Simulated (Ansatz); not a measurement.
## Converging the k-point mesh at a smearing width of 0.02 eV: ScB2 (P6mm, 3 atoms in the cell)

```yaml
crystal:
  lattice:
    - [3.12968, 0.00000, 0.00000]
    - [-1.56484, 2.71039, 0.00000]
    - [0.00000, 0.00000, 3.51772]
  atoms:
    - { symbol: Sc, position: [0.00000, 0.00000, 0.01421] }
    - { symbol: B, position: [0.66667, 0.33333, 0.50000] }
    - { symbol: B, position: [0.33333, 0.66667, 0.50000] }
```

Level of theory: PBEsol, default PAW files made with PBE (plane waves; Ansatz, a first-principles code).

Base settings: basis.ecutwfc = 420 eV; kpoints.mp_grid.grid = 12 12 9; hamiltonian.xc = pbesol; hamiltonian.pseudopotentials = {kind: paw} (the program's default PAW files); scf.occupations.method = gaussian; scf.occupations.width = 0.1 eV.

In this ladder: scf.occupations.width = 0.02 eV.

Only quantities that move along the ladder and can be compared are tabulated.

The count of work is k-points × plane waves × bands × iterations; it is no time. 

The starting cell comes from a database of computed structures (which also holds hypothetical and non-ambient phases and stackings), without a prior relaxation at this level. Its lattice was rescaled by up to half a per cent. One atom was moved a little off its site on purpose. Ansatz's pressure includes its estimate of the finite-basis (Pulay) stress.

Steps (kpoints.mp_grid.grid): 4 4 3; 5 5 4; 6 6 5; 8 8 6; 9 9 7; 11 11 9; 13 13 10; 16 16 12; 19 19 15; 24 24 18; 29 29 22.

Task: What is the coarsest kpoints.mp_grid.grid that holds the free energy within 1 meV/atom of the last step, with all finer ones?

Result: 9 9 7, at 0.047 of the last step's count of work; the step before is off by 2.7 meV/atom.

Task: What is the coarsest kpoints.mp_grid.grid that holds the pressure within 0.2 GPa of the last step, with all finer ones?

Result: 6 6 5, at 0.021 of the last step's count of work; the step before is off by 0.43 GPa.

```csv
kpoints.mp_grid.grid,free energy less the last step's (meV/atom),pressure (GPa),largest difference of a force vector from the last step's (eV/Å),count of work / last
4 4 3,11.61,-2.01,0.005,0.0092
5 5 4,-13.74,-2.39,0.012,0.015
6 6 5,3.05,-2.01,0.008,0.021
8 8 6,-2.66,-2.09,0.013,0.039
9 9 7,-0.75,-1.98,0.010,0.047
11 11 9,-0.82,-1.92,0.009,0.078
13 13 10,0.18,-1.96,0.006,0.12
16 16 12,0.11,-1.95,0.009,0.21
19 19 15,0.19,-1.98,0.002,0.31
24 24 18,-0.14,-1.95,0.001,0.60
29 29 22,0.00,-1.96,0.000,1.0
```

Keys are those of Ansatz 0.2.
